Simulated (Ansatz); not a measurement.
**rock-salt TaN (1 1 0) on silicon (1 1 0) (film strained to the substrate, faces as cut)**

A periodic stack without vacuum, rock-salt TaN (1 1 0) on silicon (1 1 0) (film strained to the substrate, faces as cut): substrate slab Si32, film N18Ta18, surface cells [[0, 2], [-1, 0]] and [[-1, 2], [-1, -1]], film strained by +1.1 and +1.1 %, faces Si/Si and NTa/NTa as cut (like faces can put a slab off its formula).

The start was prepared with a machine-learned potential, and the result is one local minimum, with the in-plane cell held and forces under 0.04 eV/Å; the film can end far from its bulk form.

Computed with PBE (plane waves to 420 eV, PAW; Ansatz, a first-principles code). No spin–orbit coupling; the runs are not spin-polarised; PBE gaps are too small against experiment. Its k-point mesh 4×5×1, Fermi–Dirac width 0.05 eV.

* **interface area**: 42.3 Å²
* **period**: 25.39 Å
* **gaps between the outermost planes at the two interfaces**: 1.90 and 1.80 Å
* **Si–Ta contacts across the interfaces within 1.22 times the sum of covalent radii**: 14, mean 2.80 Å
* **N–Si contacts across the interfaces within 1.22 times the sum of covalent radii**: 1, mean 1.88 Å
* **hole barrier (PBE)**: 0.18 eV
* **electron barrier (PBE)**: 0.43 eV

```yaml
crystal:
  lattice:
    - [7.73165, -0.00005, 0.26070]
    - [0.00104, 5.47001, -0.02290]
    - [2.79844, -1.92647, 25.50625]
  atoms:
    - { symbol: Si, position: [0.64529, 0.49506, 0.10906] }
    - { symbol: Si, position: [0.14753, 0.49861, 0.11607] }
    - { symbol: Si, position: [0.90036, 0.24233, 0.10882] }
    - { symbol: Si, position: [0.39344, 0.25636, 0.12127] }
    - { symbol: Si, position: [0.92561, 0.91816, 0.03952] }
    - { symbol: Si, position: [0.42497, 0.04359, 0.03962] }
    - { symbol: Si, position: [0.22467, 0.69955, 0.03940] }
    - { symbol: Si, position: [0.64362, 0.73762, 0.03419] }
    - { symbol: Si, position: [0.07275, 0.55371, 0.26618] }
    - { symbol: Si, position: [0.57533, 0.55512, 0.26418] }
    - { symbol: Si, position: [0.32428, 0.30402, 0.26643] }
    - { symbol: Si, position: [0.82287, 0.30603, 0.26599] }
    - { symbol: Si, position: [0.36024, 0.01564, 0.19237] }
    - { symbol: Si, position: [0.85911, 0.03621, 0.18842] }
    - { symbol: Si, position: [0.61649, 0.77417, 0.18682] }
    - { symbol: Si, position: [0.10407, 0.78004, 0.19086] }
    - { symbol: Si, position: [0.50395, 0.60667, 0.41646] }
    - { symbol: Si, position: [0.99832, 0.61472, 0.41875] }
    - { symbol: Si, position: [0.75148, 0.35651, 0.41934] }
    - { symbol: Si, position: [0.25013, 0.36744, 0.41748] }
    - { symbol: Si, position: [0.78791, 0.08258, 0.34200] }
    - { symbol: Si, position: [0.28648, 0.08417, 0.34254] }
    - { symbol: Si, position: [0.03691, 0.83272, 0.34207] }
    - { symbol: Si, position: [0.53826, 0.83370, 0.34083] }
    - { symbol: Si, position: [0.95184, 0.63458, 0.56171] }
    - { symbol: Si, position: [0.40665, 0.70466, 0.57261] }
    - { symbol: Si, position: [0.19696, 0.37320, 0.57356] }
    - { symbol: Si, position: [0.69008, 0.43593, 0.56944] }
    - { symbol: Si, position: [0.21879, 0.14357, 0.49216] }
    - { symbol: Si, position: [0.70559, 0.13746, 0.49706] }
    - { symbol: Si, position: [0.46203, 0.88363, 0.49207] }
    - { symbol: Si, position: [0.96801, 0.90104, 0.49432] }
    - { symbol: N, position: [0.39208, 0.40828, 0.65827] }
    - { symbol: N, position: [0.73171, 0.08028, 0.66044] }
    - { symbol: N, position: [0.06589, 0.76504, 0.66359] }
    - { symbol: N, position: [0.02900, 0.26120, 0.71327] }
    - { symbol: N, position: [0.37918, 0.91699, 0.71553] }
    - { symbol: N, position: [0.71610, 0.57621, 0.71588] }
    - { symbol: N, position: [0.01163, 0.82188, 0.77801] }
    - { symbol: N, position: [0.34748, 0.48673, 0.77578] }
    - { symbol: N, position: [0.68152, 0.15246, 0.77739] }
    - { symbol: N, position: [0.64840, 0.61282, 0.83704] }
    - { symbol: N, position: [0.98831, 0.27490, 0.83617] }
    - { symbol: N, position: [0.32097, 0.94888, 0.83608] }
    - { symbol: N, position: [0.61901, 0.17625, 0.89775] }
    - { symbol: N, position: [0.95646, 0.85053, 0.89639] }
    - { symbol: N, position: [0.30100, 0.52101, 0.89595] }
    - { symbol: N, position: [0.26768, 0.99944, 0.94955] }
    - { symbol: N, position: [0.62011, 0.66183, 0.96311] }
    - { symbol: N, position: [0.93971, 0.35716, 0.95845] }
    - { symbol: Ta, position: [0.18919, 0.59496, 0.71580] }
    - { symbol: Ta, position: [0.53879, 0.26590, 0.71353] }
    - { symbol: Ta, position: [0.85553, 0.92081, 0.71379] }
    - { symbol: Ta, position: [0.23989, 0.10193, 0.65802] }
    - { symbol: Ta, position: [0.55697, 0.71369, 0.65735] }
    - { symbol: Ta, position: [0.88857, 0.42428, 0.64850] }
    - { symbol: Ta, position: [0.79468, 0.96995, 0.83718] }
    - { symbol: Ta, position: [0.13685, 0.63625, 0.83598] }
    - { symbol: Ta, position: [0.45995, 0.30243, 0.83489] }
    - { symbol: Ta, position: [0.86794, 0.46319, 0.77925] }
    - { symbol: Ta, position: [0.20066, 0.12840, 0.77464] }
    - { symbol: Ta, position: [0.53710, 0.79271, 0.77660] }
    - { symbol: Ta, position: [0.41973, 0.32009, 0.95609] }
    - { symbol: Ta, position: [0.79133, 0.04661, 0.95685] }
    - { symbol: Ta, position: [0.09503, 0.67194, 0.95197] }
    - { symbol: Ta, position: [0.48913, 0.82088, 0.90437] }
    - { symbol: Ta, position: [0.79742, 0.48955, 0.89779] }
    - { symbol: Ta, position: [0.14056, 0.17632, 0.89885] }
```
